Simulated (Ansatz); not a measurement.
# Sn, response to strain

The reference is Sn (space group I4_1/amd, No. 141; a = 5.886 Å, c = 3.184 Å). Axes: x, y, z lie along a, b, c of the conventional cell.

Strains are applied to the cell and any free atomic positions relax; under biaxial strain the out-of-plane vector relaxes too; under stress the whole cell relaxes.

Computed with r2SCAN (Ansatz, a first-principles code), spin-orbit coupling left out.

Notes on the quantities. energy relative to the base: free energy F; pressure: mean of the normal stresses, compression positive.

```csv
case,energy relative to the base,pressure,volume per atom,space group
base,0 meV/atom,0.0 GPa,27.58 Å³,I4_1/amd (No. 141)
"biaxial strain +0.64 %, plane normal [001], relaxed out of plane",+1.1 meV/atom,-0.6 GPa,27.88 Å³,I4_1/amd (No. 141)
isotropic strain −5.74 %,+173 meV/atom,14.8 GPa,23.10 Å³,I4_1/amd (No. 141)
uniaxial strain ε_yy = +4.18 %,___,___,28.73 Å³,Imma (No. 74)
uniaxial strain ε_zz = +0.59 %,+0.1 meV/atom,-0.3 GPa,27.74 Å³,I4_1/amd (No. 141)
"uniaxial stress, 8 GPa tension along x",+89 meV/atom,–,29.87 Å³,Cmmm (No. 65)
```

**Question.** What belongs in the blanks?

**Answer.** 
- uniaxial strain ε_yy = +4.18 %, energy relative to the base: +13 meV/atom
- uniaxial strain ε_yy = +4.18 %, pressure: -2.0 GPa

A biaxial case was relaxed in a doubled cell and then solved in the primitive one. Without a gap, meshes like the base's 17×17×17 leave anisotropic stresses uncertain by several tenths of a GPa, and small strain energies with them. Beyond what the load breaks, stability against distortions was not tested.
